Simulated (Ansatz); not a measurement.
# A computed series for InSb: response to strain

The reference is InSb in the zinc blende structure (space group F-43m, No. 216; a = 6.519 Å). Axes: x, y, z lie along the cube axes.

Strains are applied to the cell and any free atomic positions relax.

All numbers come from PBEsol/PAW in Ansatz (a program for electronic structure), no spin-orbit coupling.

Notes on the quantities. energy relative to the base: free energy F.

| change | energy relative to the base | volume per atom |
|---|---|---|
| base | 0 meV/atom | 34.63 Å³ |
| tensor shear ε_xy = +2.00 % | +4.7 meV/atom | 34.61 Å³ |
| tensor shear ε_xy = +0.57 % | ? | 34.63 Å³ |
| tensor shear ε_xy = +1.71 % | +3.5 meV/atom | 34.62 Å³ |
| tensor shear ε_xy = +1.14 % | +1.5 meV/atom | 34.62 Å³ |
| tensor shear ε_xy = +0.29 % | +0.1 meV/atom | 34.63 Å³ |
| tensor shear ε_xy = +0.86 % | +0.9 meV/atom | 34.63 Å³ |
| tensor shear ε_xy = +1.43 % | ? | 34.62 Å³ |

Question: Complete the table.

Answer: 
- tensor shear ε_xy = +0.57 %, energy relative to the base: +0.4 meV/atom
- tensor shear ε_xy = +1.43 %, energy relative to the base: +2.4 meV/atom

Whether these cells are dynamically stable was not tested. The final runs are not spin-polarised.
